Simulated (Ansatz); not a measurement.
Bond-angle distributions (per cent of the angles at each element, bins of 10°) of a relaxed model of amorphous Si$_{24}$O$_{46}$F$_{4}$ at 2.12 g/cm³. All values below come from PBE, scalar-relativistic without spin-orbit coupling (plane waves to 420 eV, PAW; Ansatz, a program for electronic structure).

A CHGNet melt-quench gave the starting glass, which DFT then relaxed. O and F atoms were pushed apart under 1.9 Å during the dynamics, to hinder bonds among them. The hot cell started wider than the set density and was brought back towards it in steps. It is the lowest in DFT energy of 2 quenches. It is a model cell: composition and starting density were chosen by hand, and all elements were melted together. No dispersion term was used. Its density started from a set value of 2.12 and ended at 2.12 g/cm³. Cooling (nominally 150 K/ps over its main leg) ran many orders faster than in experiment, which tends to leave more defects and strain. A cell of this size samples the disorder only roughly. The volume was held where the preparation left it, at a PBE pressure of 0.0 GPa. Stress components on the final sampling reach 2.5 GPa.

Cut-offs for bonds: Si-Si 2.60 Å, Si-O 1.90 Å, Si-F 2.02 Å, O-O 1.58 Å, O-F 1.48 Å, F-F 1.37 Å. Two cations that share two anions don't count as bonded, nor two that share one unless they lie closer than Si-Si 2.38 Å.

```tsv
angle (°)	at Si	at O
50-60	0	0
60-70	0	0
70-80	0	0
80-90	1	2
90-100	1	2
100-110	59	0
110-120	33	2
120-130	6	41
130-140	0	22
140-150	0	9
150-160	0	9
160-170	0	9
170-180	0	4
```

They go with these counts of neighbours within the cut-offs, cation contacts included: Si mean 4.0, most often 4; O mean 2.0, most often 2.
